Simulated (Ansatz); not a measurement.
## Short convergence ladders for FeAl (Pm-3m, 2 atoms in the cell)

```
FeAl
1.0
    2.91873     0.00000     0.00000
    0.00000     2.91873     0.00000
    0.00000     0.00000     2.91873
Al Fe
1 1
Direct
  0.50000   0.50000   0.50000
  0.00000   0.00000   0.00000
```

Base method: LDA (PW92), default PAW files made with PBE (plane waves; Ansatz, a program for electronic structure).

Base settings: basis.ecutwfc = 420 eV; kpoints.mp_grid.grid = 11 11 11; hamiltonian.xc = lda; hamiltonian.pseudopotentials = {kind: paw} (the program's default PAW files); scf.occupations.method = fermi_dirac; scf.occupations.width = 0.1 eV.

Core times come from one kind of shared machine, to one figure; runs under 30 s give none.

**Zone-centre phonons against the cutoff**

In this ladder: phonons.method = dfpt.

The mesh stays at the base's, so the ladder's end is converged at best in this setting alone.

Frequencies are those of the unrelaxed cell, without the LO-TO term of polar crystals.

Only quantities that move along the ladder and can be compared are tabulated.

| basis.ecutwfc | highest zone-centre frequency (cm⁻¹) |
|---|---|
| 210 eV | 294.3 |
| 250 eV | 252.8 |
| 295 eV | 300.7 |
| 355 eV | 302.9 |
| 420 eV | 299.4 |
| 505 eV | 299.4 |
| 630 eV | 299.5 |

Coarsest basis.ecutwfc that holds the highest zone-centre frequency within 10 cm⁻¹ of the last step, with all finer ones: 295 eV; the step before is off by 47 cm⁻¹.

**The q mesh of the phonons**

In this ladder: kpoints.mp_grid.grid = 12 12 12; phonons.method = dfpt.

Only quantities that move along the ladder and can be compared are tabulated.

Thermal sums run over frequencies interpolated from this q mesh.

```csv
phonons.qmesh,zero-point energy (meV/atom),vibrational free energy at 300 K (meV/atom),core time / last (rough)
1 1 1,38.04,-1.48,–
2 2 2,42.03,5.04,0.05
3 3 3,41.83,4.44,0.1
4 4 4,41.92,4.78,0.3
6 6 6,41.93,4.84,1
```

Coarsest phonons.qmesh that holds the zero-point energy within 1 meV/atom of the last step, with all finer ones: 2 2 2, at about 0.05 of the last step's time; the step before is off by 3.9 meV/atom.

Coarsest phonons.qmesh that holds the vibrational free energy at 300 K within 2 meV/atom of the last step, with all finer ones: 2 2 2, at about 0.05 of the last step's time; the step before is off by 6.3 meV/atom.

On the base run: the starting cell has typed, rounded lattice constants, without a prior relaxation at this level. Its lattice was rescaled by up to half a per cent. Spin polarisation is off. In the base run, with a pressure of about -18 GPa the cell is away from its equilibrium volume at this level.

Keys are those of Ansatz 0.2.
